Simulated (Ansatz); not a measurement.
For HfGe (model structure, started from the TiAs type, P6₃/mmc, No. 194, 8 atoms in the cell), PBEsol in Ansatz (plane waves, PAW) gives:

```
Quantity                        Value
---------------------  --------------
lattice parameter a           3.735 Å
lattice parameter c          13.050 Å
enthalpy of formation  -0.599 eV/atom
```

Q: What does PBE-D3(BJ) in Ansatz (PAW) give for the same quantities?

A: 
- lattice constant a: 3.748 Å (goes up by 0.3 %)
- lattice parameter c: 13.080 Å (goes up by 0.2 %)
- formation enthalpy: -0.590 eV/atom (moves by +0.009 eV/atom)

Changes are worked out from the printed values.

Unless a cell is named, each level is at its own relaxed cell (PBEsol 19.71, PBE-D3(BJ) 19.89 Å³/atom).

Levels without +SOC leave out spin–orbit coupling, which shifts energies and cells of such heavy elements.

Ansatz's density-functional and Hartree–Fock values are scalar-relativistic unless marked +SOC, with PAW data made under PBE.

A model structure was made by putting elements into a prototype or built by hand; it is no filed structure, need not be a known phase, and can be a saddle point held by its symmetry.

Ansatz is a first-principles code.
